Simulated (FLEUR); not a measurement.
FLEUR MaX-8.1, DFT, PBE, spin-polarised, all-electron FLAPW, scalar-relativistic valence: a generated cell (prototype structure at a guessed volume, not a measured phase) of AlNi (space group Pm-3m), 2 atoms, spin-polarised from a ferromagnetic start. Basis and mesh were picked for this test and aren't claimed converged.

- cell = 2.96, 2.96, 2.96 Å; 90, 90, 90°
- task = ground state
- k mesh = 10×10×10
- jspins = 2
- itmax = 100
- minDistance = 0.0001 me/bohr^3
- fermiSmearingEnergy = 0.004 Hartree
- k-points after symmetry (for each spin) = 56
- basis functions = 251
- bands = 15
- symmetry operations = 48
- Kmax (1/bohr) = 4.3

One run each.

All on 4 ranks. Base settings, kept where nothing else is said: imix = Anderson (default), alpha = 0.05 (default), maxIterBroyd = 15 (default), precondParam = 0 (default), spinf = 2 (default). The settings tried:
- maxIterBroyd = 30
- alpha = 0.1
- precondParam = 1.0
- precondParam = 1.5
- maxIterBroyd = 3
- precondParam = 0.7
- maxIterBroyd = 99
- imix = Pulay
- alpha = 0.02
- alpha = 0.5
- imix = pPulay
- precondParam = 0.3
- alpha = 0.01
- alpha = 0.3
- imix = rPulay
- spinf = 4.0
- the base settings
- spinf = 1.0
- alpha = 0.2
- imix = aPulay
- precondParam = 0.5
- maxIterBroyd = 6
- imix = straight, alpha = 0.2

Task: Predict which of these converge in the fewest iterations.

Result: Fewest iterations: alpha = 0.5 (14). Most among those that reach the base run's result: maxIterBroyd = 3 (67); imix = pPulay (65). No convergence: imix = straight, alpha = 0.2 (with the distance of the densities over minDistance after 100 iterations).

| setting | iterations | end |
|---|---|---|
| alpha = 0.5 | 14 | converged |
| alpha = 0.3 | 18 | converged |
| precondParam = 1.0 | 19 | converged |
| alpha = 0.1 | 20 | converged |
| alpha = 0.2 | 20 | converged |
| precondParam = 0.7 | 20 | converged |
| imix = Pulay | 21 | converged |
| maxIterBroyd = 30 | 21 | converged |
| maxIterBroyd = 99 | 21 | converged |
| precondParam = 0.5 | 21 | converged |
| precondParam = 1.5 | 21 | converged |
| imix = rPulay | 22 | converged |
| the base settings | 23 | converged |
| precondParam = 0.3 | 23 | converged |
| spinf = 1.0 | 23 | converged |
| spinf = 4.0 | 23 | converged |
| alpha = 0.01 | 25 | converged |
| alpha = 0.02 | 25 | converged |
| imix = aPulay | 26 | converged |
| maxIterBroyd = 6 | 30 | converged |
| imix = pPulay | 65 | converged |
| maxIterBroyd = 3 | 67 | converged |
| imix = straight, alpha = 0.2 | 100 | not converged |
